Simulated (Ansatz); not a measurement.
Checking a run of Ansatz (a program for electronic structure) on YCu2 (P6_3/mmc, 12 atoms in the cell). The aim is a self-consistent single point with DFT, PBEsol, plane waves, default PAW files made with PBE.

This input was run:

Ansatz 0.2 input:
```yaml
crystal:
  lattice:
    - [5.368956, 0.000000, 0.000000]
    - [-2.684478, 4.649652, 0.000000]
    - [0.000000, 0.000000, 8.805375]
  atoms:
    - { symbol: Y, position: [0.333333, 0.666667, 0.062860] }
    - { symbol: Y, position: [0.666667, 0.333333, 0.562860] }
    - { symbol: Y, position: [0.666667, 0.333333, 0.937140] }
    - { symbol: Y, position: [0.333333, 0.666667, 0.437140] }
    - { symbol: Cu, position: [0.000000, 0.000000, 0.000000] }
    - { symbol: Cu, position: [0.000000, 0.000000, 0.500000] }
    - { symbol: Cu, position: [0.830485, 0.169515, 0.250000] }
    - { symbol: Cu, position: [0.660970, 0.830485, 0.750000] }
    - { symbol: Cu, position: [0.830485, 0.660970, 0.250000] }
    - { symbol: Cu, position: [0.169515, 0.830485, 0.750000] }
    - { symbol: Cu, position: [0.339030, 0.169515, 0.250000] }
    - { symbol: Cu, position: [0.169515, 0.339030, 0.750000] }
basis:
  ecutwfc: 15.4 Ry
kpoints:
  mp_grid:
    grid: [6, 6, 3]
hamiltonian:
  xc: pbesol
  pseudopotentials:
    kind: paw
scf:
  occupations:
    method: cold
    width: 0.0073 Ry
output:
  forces: true
  eigenvalues: true
  stress: true
```

Output (repeated stretches shortened):

```
   [... lines left out ...]
Crystal: 12 atoms, lattice volume = 219.815 Å³
Basis set: ecut = 209.5276740941076 eV, 1521 PW (Γ), exchange–correlation on 54×54×90 points (8 copies of the dense FFT grid, shifted against one another)
Bands: 118, of which v1, the nominal top of the filled ones, is band 98 counted from 1 (97 counted from 0)
Symmetry: 24 space group operations
Space group: P63/mmc (ITA 194), of the structure as read, at distance tolerance 6.0e-5 Å
k-points: 14 of 108
PAW frozen core: Y, regenerated for the run's functional, and the local potential with it
PAW frozen core: Cu, regenerated for the run's functional, and the local potential with it
Initial density: superposition of atomic densities (neutral atoms: chi_scale 0, normalization atom), corrected by the library's trained network
Initial wavefunctions: pseudopotential atomic-orbital guess
Eigensolver: davidson
Functional: x = pbesol(κ = 0.804, μ = 0.12345679012345678), c = pbesol(β = 0.046)
SCF iter   1: F=—  HF=-67817.927158 eV  |F-HF|=—  |Δ(HF+E_count)|=         —  Δρ=1.43e-1  dr2=2.04e1  ethr=1.77e-3  ⟨swp⟩=4.2  Hψ=4656  notcnv=0  defer=11
all-band conjugate gradients solve this SCF's bands
preconditioner: auto → Kerker (q_TF=auto, 2.677 Å⁻¹)
SCF iter   2: F=—  HF=-67804.554675 eV  |F-HF|=—  |Δ(HF+E_count)|=    1.34e1  S|Δr|=    0.00e0  Δρ=2.20e-2  dr2=4.31e-1  ethr=1.77e-3  ⟨swp⟩=2.0  Hψ=3397  notcnv=0  defer=159
   [... lines left out ...]
SCF iter   8: F=—  HF=-67802.113414 eV  |F-HF|=—  |Δ(HF+E_count)|=   1.07e-4  S|Δr|=    0.00e0  Δρ=3.05e-5  dr2=2.03e-6  ethr=3.53e-9  ⟨swp⟩=2.0  Hψ=2583  notcnv=0  defer=154
SCF iter   9: F=—  HF=-67802.113413 eV  |F-HF|=—  |Δ(HF+E_count)|=   3.23e-7  S|Δr|=    0.00e0  Δρ=7.58e-6  dr2=1.56e-7  ethr=1.04e-9  ⟨swp⟩=2.0  Hψ=2098  notcnv=0  defer=154
SCF iter  10: F=-67802.113413 eV  HF=-67802.113413 eV  |F-HF|=2.01e-9  |Δ(HF+E_count)|=   2.96e-8  S|Δr|=    0.00e0  Δρ=8.92e-7  dr2=2.71e-9  ethr=5.10e-11  ⟨swp⟩=7.9  Hψ=5052  notcnv=0
SCF 1 converged in 10 iterations: F = -67802.113413 eV  dr2 = 2.71e-9
Stability not checked (fill_not_monotonic)
Free energy (F): -67802.113413 eV
Internal energy: -67802.097754 eV  (E = F + TS)
E sigma→0 (E₀):  -67802.108193 eV
Entropy (-TS):   -0.015660 eV (-1.305 meV/atom)
Fermi energy:    12.525258 eV
--- Forces (eV/Å), atoms counted from 1 ---
  atom   1  Y      0.00000000     0.00000000    -0.38390901
  atom   2  Y      0.00000000    -0.00000000    -0.38390901
  atom   3  Y      0.00000000    -0.00000000     0.38390901
   [... lines left out ...]
  atom  12  Cu    -0.00000000     0.03439718     0.00000000
--- Stress (GPa, compression-positive) ---
       -7.394199      -0.000000       0.000000
       -0.000000      -7.394199       0.000000
        0.000000       0.000000      -8.386794
  P = ⅓ Tr σ = -7.7251 GPa (-77.251 kbar)
  The stress holds the Pulay correction. Without it, at fixed plane waves, as pw.x and ABINIT print it: P = -327.4279 GPa
```

Q: Is anything amiss in this input, and did it matter?

A: The run is not sound. The fault is a basis or grid far too coarse for these potentials. The error of an incomplete plane-wave basis or grid does not cancel at such settings. To fix it, restore the cutoff that the potentials need and check convergence. The run converged in 10 iterations without an error; against the sound input the free energy goes up by 7.49 eV/atom, the pressure goes from -9.23 to -7.73 GPa and the largest force goes from 0.332 to 0.384 eV/Å. At a fixed set of plane waves, without the program's Pulay estimate, the pressure is -327.43 GPa against -9.27 GPa.

The sound input it was made from differs as follows (other fixes are possible):
```diff
-basis:
-  ecutwfc: 15.4 Ry
```

With that input, the run converged in 8 iterations: free energy E − TS (on the zero of these files) -67891.9584 eV; Fermi level (on the code's own zero) 12.74 eV; pressure -9.23 GPa; largest force (vector length) 0.332 eV/Å (DFT, PBEsol, plane waves, default PAW files made with PBE).

On the sound input: the starting cell was generated: these elements placed on a structure prototype, without a prior relaxation; it need not be a known phase or ordering of this composition. Spin polarisation is off. With a pressure of about -9 GPa the cell is away from its equilibrium volume at this level. Ansatz's pressure includes its estimate of the finite-basis (Pulay) stress.
